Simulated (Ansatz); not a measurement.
Here is the system:

```yaml
crystal:
  lattice:
    - [3.15778, 0.00000, 0.00000]
    - [-1.57889, 2.73472, 0.00000]
    - [0.00000, 0.00000, 5.43312]
  atoms:
    - { symbol: Ga, position: [0.33333, 0.66667, 0.00258] }
    - { symbol: Ga, position: [0.66667, 0.33333, 0.50258] }
    - { symbol: N, position: [0.33333, 0.66667, 0.37242] }
    - { symbol: N, position: [0.66667, 0.33333, 0.87242] }
```

Method: r2SCAN with spin-orbit coupling, rigid bands (plane waves, PAW; Ansatz, a program for electronic structure). Condition of this run: uniaxial stress along c of -16 GPa (compression positive) (the target of the relaxation). Cell: cell and atoms relaxed with PBEsol, then loaded as said.

Predict the hole conductivity mass (n e² τ/σ) at 300 K, by direction if it differs.

1.09 (x), 1.09 (y), 2.3 (z) mₑ.

What conductivity effective mass do dilute electrons have at 300 K?

0.189 (x), 0.189 (y), 0.144 (z) mₑ.

And the band gap?

1.86 eV at this level; semilocal functionals usually fall short of the measured gap.

Rigid bands, one relaxation time for all states, no polarons. Geometry: cell and atoms relaxed with PBEsol.
